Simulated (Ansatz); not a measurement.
Amorphous In₂₄O₃₈Hf, 63 atoms at 6.62 g/cm³, one PBE-relaxed geometry, zone centre. Methods: PBE, scalar-relativistic without spin-orbit coupling (Ansatz, an electronic-structure program); r2SCAN, scalar-relativistic without spin-orbit coupling (Ansatz); HSE06, scalar-relativistic without spin-orbit coupling (Ansatz). Plane waves to 420 eV (r2SCAN 500 eV); exact exchange is cut at the cell's faces. All rungs ran without spin polarisation.

A CHGNet melt-quench gave the starting glass, which DFT then relaxed. O atoms were pushed apart under 1.9 Å during the dynamics, to hinder bonds among them. The hot cell started wider than the set density and was brought back towards it in steps. It is the lowest in DFT energy of 2 quenches. It is a model cell: composition and starting density were chosen by hand, and all elements were melted together. No dispersion term was used. Its density started from a set value of 6.62 and ended at 6.62 g/cm³. The quench (nominally 280 K/ps over its main leg) was far faster than any real one, so the model tends to hold more defects than a real film. A cell of this size samples the disorder only roughly. The volume was held where the preparation left it and the shape relaxed, at a PBE pressure of -1.4 GPa (tension). Stress components on the final sampling reach 1.5 GPa. On a 2×2×2 Γ-centred mesh force components of up to 0.17 eV/Å stay, since the relaxation ran on the zone centre alone.

The relaxation ran on the zone centre alone. At PBE the gap is 0.68 eV on a 2×2×2 Γ-centred mesh, and the spacing at the zone centre alone 0.68 eV.

### Question
What zone-centre spacing does r2SCAN give, roughly?

### Answer
1.14 eV (+0.46 eV against PBE).

### Question
What zone-centre spacing does HSE06 give, roughly?

### Answer
2.06 eV (+1.38 eV against PBE).

The highest filled and the lowest empty state spread over these numbers of atoms (participation numbers): PBE: 14.9 and 59.5; r2SCAN: 21.2 and 59.0; HSE06: 19.0 and 58.8.
